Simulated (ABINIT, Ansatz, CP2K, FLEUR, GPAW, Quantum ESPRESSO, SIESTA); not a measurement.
# InF₃ (R-3c, 8 atoms in the cell) computed with different codes at matched settings

Self-consistent single point, at a second geometry (lattice scaled by 0.98). First geometry:

```xyz
8
Lattice="2.6021 1.5023 4.9075 -2.6021 1.5023 4.9075 0.0000 -3.0047 4.9075" Properties=species:S:1:pos:R:3 pbc="T T T"
In     0.0000     0.0000     7.3613
In     0.0000     0.0000     0.0000
F     -0.9219     1.4079     6.1344
F      0.9219    -1.4079     8.5881
F     -0.7583    -1.5023     6.1344
F      0.7583     1.5023     8.5881
F      1.6802     0.0945     6.1344
F     -1.6802    -0.0945     8.5881
```

Shared settings, as Ansatz (a program for electronic structure) writes them: kpoints.mp_grid.grid = 5 5 5; scf.occupations.method = fermi_dirac; scf.occupations.width = 0.05 eV. Potentials and cutoffs stand in the table.

| code | model | ΔF from the first geometry (meV/atom) | pressure (GPa) | largest force (eV/Å) | gap on the mesh (eV) | cutoff |
|---|---|---|---|---|---|---|
| FLEUR | LDA (Perdew-Zunger), all-electron FLAPW (FLEUR), scalar-relativistic valence | -6.8 | – | – | 4.485 | Kmax 4.6 1/bohr |
| Quantum ESPRESSO | LDA (PZ), GBRV 1.5 ultrasoft (LDA) pseudopotentials | -8.5 | 1.06 | 0.133 | 4.368 | 40 Ry |
| GPAW | LDA (Perdew-Wang 92), GPAW PAW datasets LDA (gpaw-data 1.0.1) | -6.2 | – | 0.174 | 4.399 | 950 eV |
| ABINIT | LDA (PW92), PAW (JTH v2.0 LDA PAW) | -5.6 | 2.24 | 0.171 | 4.381 | 653 eV |
| Ansatz | LDA (PW92), PAW files made with PBE | -4.2 | 2.49 | 0.197 | 4.433 | default |
| CP2K | LDA (Pade form), GPW, DZVP-MOLOPT-SR-GTH basis, GTH-PADE potentials (GTH_POTENTIALS) | 6.3 | 5.29 | 0.387 | 4.330 | grid 550 Ry |
| SIESTA | LDA PW92, numerical atomic orbitals DZP, PseudoDojo LDA standard norm-conserving potentials (rewritten from UPF to PSML) | 3.9 | 4.85 | 0.419 | 4.311 | grid 300 Ry |

For Quantum ESPRESSO (by 0.6 GPa) the energy change implies a higher mean pressure, against the two pressures, than for the other programs: a sign of finite-basis (Pulay) stress.

A dash marks a value that a program does not give, or that is left out as unsure.

Gaps are read on the mesh.

The spread over the programs that give each value: ΔF from the first geometry within 14.8 meV/atom; pressure within 4.23 GPa; largest force within 0.286 eV/Å; gap on the mesh within 0.174 eV.

CP2K and SIESTA use small atom-centred bases, whose incompleteness enters pressures, forces and empty levels differently from a plane-wave cutoff. FLEUR treats all electrons, but the usual bases taken here (sphere radii, linearisation, local orbitals, empty states) were not tested for convergence, so the values are no reference for the others. Ansatz's pressure is given at a fixed set of plane waves, as the other plane-wave codes print theirs; with its correction for the finite basis it is 3.06 GPa (the shift of 0.57 GPa shows how far the cutoff is from converged). The pressure of GPAW is left out: its cutoff lies under the one at which its stress was checked. The same LDA comes in different parametrisations, which differ slightly. In the pressure, Quantum ESPRESSO (by 1.18), CP2K (by 3.05) and SIESTA (by 2.60) lie more than 1 GPa from the median of the plane-wave programs. In the force vectors, CP2K (by 0.214) and SIESTA (by 0.246) lie more than 0.08 eV/Å from the median of the plane-wave programs.

The starting cell comes from a database of computed structures (which also holds hypothetical and non-ambient phases and stackings), without a prior relaxation at this level. For this run, on top of that: lattice scaled by 0.98.

Keys are those of Ansatz 0.2.
